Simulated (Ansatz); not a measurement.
**Lattice parameter a of TiAs (model structure, started from the CsCl type, Pm-3m, No. 221, 2 atoms in the cell) at several levels of theory**

No measured value is used here.

| level (code) | value (Å) |
|---|---|
| LDA (Ansatz) | 3.122 |
| PBEsol (Ansatz) | 3.151 |
| r²SCAN (Ansatz) | 3.183 |
| r²SCAN+rVV10 (Ansatz) | 3.173 |

The crystal itself was run without spin with LDA, PBEsol, r²SCAN, r²SCAN+rVV10; a magnetic state was not tried in these runs. LDA, PBEsol, r²SCAN, r²SCAN+rVV10: the run has no spin polarisation, so it can have missed a magnetic state. Cutoffs differ between the levels. Ansatz's density-functional and Hartree–Fock values are scalar-relativistic unless marked +SOC, with PAW data made under PBE.

A model structure was made by putting elements into a prototype or built by hand; it is no filed structure, need not be a known phase, and can be a saddle point held by its symmetry.

Ansatz is a quantum-chemistry and plane-wave program.
